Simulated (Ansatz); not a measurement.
Levels about the gap of amorphous Hf18O37Zn (56 atoms in a cell of 724 Å³, 8.88 g/cm³; zone centre alone, so wide bands show as single levels with stretches between that a denser mesh fills), at the geometry that PBE relaxed, where it gives 0.4 GPa on a denser mesh. The participation number counts the atoms over which a state spreads; weights are charges in smoothed Voronoi cells. The levels come from a single point, so bond lengths are those of that geometry. Method of the levels: PBE, scalar-relativistic without spin-orbit coupling (Ansatz, a program for electronic structure). Sampling: the zone centre alone; Fermi-Dirac width 0.02 eV; no spin polarisation. At PBE the levels at the filled edge of the gap are localised (band-tail or defect states).

Preparation: random packing, a CHGNet melt and quench, and a DFT relaxation. O atoms were pushed apart under 1.9 Å during the dynamics, to hinder bonds among them. The hot cell started wider than the set density and was brought back towards it in steps. It is the lowest in DFT energy of 2 quenches. It is a model cell: composition and starting density were chosen by hand, and all elements were melted together. No dispersion term was used. Its density started from a set value of 8.88 and ended at 8.88 g/cm³. The simulated quench (nominally 450 K/ps over its main leg) is rapid and tends to freeze in more defects than a deposited or slowly cooled glass has. A cell of this size samples the disorder only roughly. The volume was held where the preparation left it and the shape relaxed, at a PBE pressure of 0.4 GPa. On a 2×2×2 Γ-centred mesh force components of up to 0.16 eV/Å stay, since the relaxation ran on the zone centre alone.

| E - E(highest filled), eV | filling | participation number | largest on | weight O | weight Hf | weight Zn |
|---|---|---|---|---|---|---|
| -0.51 | filled | 15.3 | O, 3 neighbours | 0.93 | 0.06 | 0.01 |
| -0.48 | filled | 23.3 | O, 3 neighbours | 0.93 | 0.06 | 0.01 |
| -0.43 | filled | 17.2 | O, 3 neighbours | 0.94 | 0.05 | 0.01 |
| -0.30 | filled | 10.8 | O, 4 neighbours | 0.94 | 0.05 | 0.01 |
| -0.23 | filled | 11.6 | O, 3 neighbours | 0.94 | 0.05 | 0.01 |
| -0.19 | filled | 10.9 | O, 3 neighbours | 0.93 | 0.04 | 0.03 |
| 0.00 | filled | 7.4 | O, 3 neighbours | 0.94 | 0.05 | 0.01 |
| 3.89 | empty | 23.7 | Hf, 6 neighbours | 0.47 | 0.51 | 0.02 |
| 3.98 | empty | 28.0 | Zn, 3 neighbours | 0.45 | 0.45 | 0.10 |
| 4.15 | empty | 28.3 | Hf, 6 neighbours | 0.40 | 0.60 | 0.00 |
| 4.24 | empty | 31.7 | Hf, 7 neighbours | 0.40 | 0.56 | 0.03 |
| 4.31 | empty | 20.2 | Hf, 7 neighbours | 0.38 | 0.61 | 0.00 |
| 4.39 | empty | 28.3 | Hf, 7 neighbours | 0.39 | 0.54 | 0.08 |
| 4.52 | empty | 22.9 | Hf, 7 neighbours | 0.41 | 0.58 | 0.01 |

Most localised among these is the filled level at +0.00 eV, on a O atom, which has 3 neighbours (Hf 2.06 Å, Hf 2.08 Å, Hf 2.12 Å).
